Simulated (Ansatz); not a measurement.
Consider AlN in the wurtzite structure (space group P6_3mc, No. 186).

```
CELL_PARAMETERS angstrom
      3.12980     0.00000     0.00000
     -1.56490     2.71049     0.00000
      0.00000     0.00000     5.01733
ATOMIC_POSITIONS crystal
  Al 0.66667 0.33333 0.00337
  Al 0.33333 0.66667 0.50337
  N  0.66667 0.33333 0.62183
  N  0.33333 0.66667 0.12183
```

Method: Kohn–Sham DFT with the PBE functional, run in Ansatz (a program for electronic structure) with PAW and 420 eV plane waves, no spin-orbit coupling, earlier PAW set.

For the base:

The band gap comes out as 4.04 eV.

Perturbation: every lattice vector is stretched by 2.31 %; the atoms relax in the strained cell.

Question: What happens to the band gap and energy relative to the base?

Answer: The band gap decreases by 0.575 eV, from 4.04 eV to 3.46 eV; the energy goes up by 29 meV/atom.

Gaps are read on the SCF mesh and a high-symmetry path. No phonon test of stability was made.
